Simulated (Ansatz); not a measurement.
Cost and result by functional for the adsorption energy of F on the 1x1 (111) surface of fcc Ir, one in a 2x2 cell, started at the site 'top Ir', in Ansatz (plane waves, PAW). Single points on the PBE structure, on one kind of machine; costs are rough ratios of the slab run's core time (references not counted) to the cheapest single point. r2SCAN's cost holds its higher cutoff (500 against 420 eV). Differences are taken against r2SCAN for comparison alone: no measured value is at hand, so the table doesn't rank accuracy.

Slab: 17 atoms, 6.6 Å thick at the start under the adsorbate (thin: gaps and levels are the slab's own); k 6x6x1, smearing 0.1 eV, dipole-corrected; 8 atoms held, the rest relaxed; held to the start's symmetry, so lower structures may exist; no spin, no spin-orbit, no U, no dispersion correction. At the end it is bonded to Ir. In PBE it is, or lies within 0.03 eV of, the lowest of the starts that converged. These notes are the PBE run's. Adsorption energies are against ½ F2(g). A negative adsorption energy means that the adsorbate is more stable on the surface than in its reference.

```csv
functional,relative cost,adsorption energy (eV),less r2SCAN (eV)
RPBE,1,-2.08,0.35
r2SCAN,2,-2.43,0.00
PBE (the relaxed run's value),–,-2.21,0.21
```

The values span 0.35 eV, while the single points' costs differ by a factor of roughly 2. Differences are of unrounded values.

Ansatz is a quantum-chemistry and plane-wave program.
